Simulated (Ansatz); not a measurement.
SnS2 (P6₃mc, No. 186; cell taken from a computed entry) was calculated with PBEsol in Ansatz (plane waves, PAW).

The run printed, among other lines:

```
Crystal: 6 atoms, lattice volume = 140.350 Å³
Basis set: ecut = 520 eV, 3789 PW (Γ), exchange–correlation on 60×60×192 points (8 copies of the dense FFT grid, shifted against one another)
Bands: 32, of which v1, the nominal top of the filled ones, is band 26 counted from 1 (25 counted from 0)
Symmetry: 12 space group operations
Space group: P63mc (ITA 186), of the structure as read, at distance tolerance 5.2e-5 Å
k-points: 57 of 576 (time reversal used)
Initial density: superposition of atomic densities (chi_scale 0.1, normalization cell, long waves kept (reshape's long-wave potential 0.10 eV rms))
Functional: x = pbesol(κ = 0.804, μ = 0.12345679012345678), c = pbesol(β = 0.046)
SCF iter   1: F=—  HF=-15442.261895 eV  |F-HF|=—  |Δ(HF+E_count)|=         —  Δρ=3.05e-2  dr2=1.63e0
SCF iter   2: F=—  HF=-15441.865265 eV  |F-HF|=—  |Δ(HF+E_count)|=   3.97e-1  Δρ=1.58e-2  dr2=3.52e-1
  ...
SCF iter  10: F=—  HF=-15441.807515 eV  |F-HF|=—  |Δ(HF+E_count)|=   2.01e-9  Δρ=1.25e-6  dr2=2.91e-9
SCF iter  11: F=-15441.807515 eV  HF=-15441.807515 eV  |F-HF|=1.22e-10  |Δ(HF+E_count)|=   2.84e-9  Δρ=2.44e-7  dr2=1.13e-10
SCF 1 converged in 11 iterations: F = -15441.807515 eV  dr2 = 1.13e-10
SCF converged after 11 iterations
Free energy (F): -15441.807515 eV
Internal energy: -15441.807515 eV  (E = F + TS)
E sigma→0 (E₀):  -15441.807515 eV
Fermi energy:    6.579389 eV
--- Stress (GPa, compression-positive) ---
        0.000409       0.000000      -0.000000
        0.000000       0.000409       0.000000
       -0.000000       0.000000      -0.005606
  P = ⅓ Tr σ = -0.0016 GPa (-0.016 kbar)
```

### Question
Write an input file that could have produced this run (the log leaves some choices open).

### Answer
Several could match; the one computed here: 
Ansatz 0.2 input:
```yaml
crystal:
  lattice:
    - [3.6510627622, 0.0, 0.0]
    - [-1.8255313811, 3.1619131029, 0.0]
    - [0.0, 0.0, 12.1574809676]
  atoms:
    - { symbol: Sn, position: [0.3333333333, 0.6666666667, 0.6250199754] }
    - { symbol: Sn, position: [0.6666666667, 0.3333333333, 0.1250199754] }
    - { symbol: S, position: [0.6666666667, 0.3333333333, 0.7462109806] }
    - { symbol: S, position: [0.3333333333, 0.6666666667, 0.2462109806] }
    - { symbol: S, position: [0.0, 0.0, 0.003769044] }
    - { symbol: S, position: [0.0, 0.0, 0.503769044] }
basis:
  ecutwfc: 520
  ecutrho_ratio: 4
  xc_grid: 2
kpoints:
  mp_grid: { grid: [12, 12, 4] }
  band_path:
    path:
      - [0.0, 0.0, 0.0]
      - [0.05, 0.0, 0.0]
      - [0.1, 0.0, 0.0]
      - [0.15, 0.0, 0.0]
      - [0.2, 0.0, 0.0]
      - [0.25, 0.0, 0.0]
      - [0.3, 0.0, 0.0]
      - [0.35, 0.0, 0.0]
      - [0.4, 0.0, 0.0]
      - [0.45, 0.0, 0.0]
      - [0.5, 0.0, 0.0]
      - [0.466667, 0.066667, 0.0]
      - [0.433333, 0.133333, 0.0]
      - [0.4, 0.2, 0.0]
      - [0.366667, 0.266667, 0.0]
      - [0.333333, 0.333333, 0.0]
      - [0.30303, 0.30303, 0.0]
      - [0.272727, 0.272727, 0.0]
      - [0.242424, 0.242424, 0.0]
      - [0.212121, 0.212121, 0.0]
      - [0.181818, 0.181818, 0.0]
      - [0.151515, 0.151515, 0.0]
      - [0.121212, 0.121212, 0.0]
      - [0.090909, 0.090909, 0.0]
      - [0.060606, 0.060606, 0.0]
      - [0.030303, 0.030303, 0.0]
      - [0.0, 0.0, 0.5]
      - [0.05, 0.0, 0.5]
      - [0.1, 0.0, 0.5]
      - [0.15, 0.0, 0.5]
      - [0.2, 0.0, 0.5]
      - [0.25, 0.0, 0.5]
      - [0.3, 0.0, 0.5]
      - [0.35, 0.0, 0.5]
      - [0.4, 0.0, 0.5]
      - [0.45, 0.0, 0.5]
      - [0.5, 0.0, 0.5]
      - [0.466667, 0.066667, 0.5]
      - [0.433333, 0.133333, 0.5]
      - [0.4, 0.2, 0.5]
      - [0.366667, 0.266667, 0.5]
      - [0.333333, 0.333333, 0.5]
      - [0.30303, 0.30303, 0.5]
      - [0.272727, 0.272727, 0.5]
      - [0.242424, 0.242424, 0.5]
      - [0.212121, 0.212121, 0.5]
      - [0.181818, 0.181818, 0.5]
      - [0.151515, 0.151515, 0.5]
      - [0.121212, 0.121212, 0.5]
      - [0.090909, 0.090909, 0.5]
      - [0.060606, 0.060606, 0.5]
      - [0.030303, 0.030303, 0.5]
    npoints: 1
hamiltonian:
  xc: pbesol
  dispersion: none
  pseudopotentials: { azcp: { folder: ./paw }, kind: paw }
scf:
  occupations: { method: fermi_dirac, width: 0.01 }
  convergence: { dr2_threshold: 0.0000000006 }
output:
  forces: true
  stress: true
  eigenvalues: true
  write_bands: true
```

The PAW data were made under PBE.

Note: the cell has widely spaced layers and the level no dispersion term, so their spacing and the moduli can rest on weak binding.

Ansatz is a program for electronic structure.
